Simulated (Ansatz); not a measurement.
Base system: InP in the zinc blende structure (space group F-43m, No. 216; a = 5.907 Å). Axes: x, y, z lie along the cube axes.

It is then changed as follows: biaxial strain +2.50 %, plane normal [111], relaxed out of plane (Cartesian); in-plane vectors clamped, the third vector and the atoms free.

The values are results of r2SCAN, PAW, 500 eV (Ansatz, a first-principles code; spin-orbit coupling left out), not measurements.

Q: Give the band edges at the high-symmetry points of the new zone, measured from its valence-band maximum.

A: 
| point | valence edge (eV) | conduction edge (eV) |
|---|---|---|
| Γ | 0.00 | 0.66 |
| T | -1.20 | 1.24 |
| H₂ | -2.87 | 4.16 |
| H₀ | -2.87 | 4.16 |
| L | -0.93 | 1.67 |
| S₀ | -1.87 | 2.69 |
| S₂ | -1.87 | 2.69 |
| F | -2.21 | 1.88 |

The gap is 0.66 eV, direct at Γ.

Whether these cells are dynamically stable was not tested. Labels are those of the standard path for the cell's own space group.
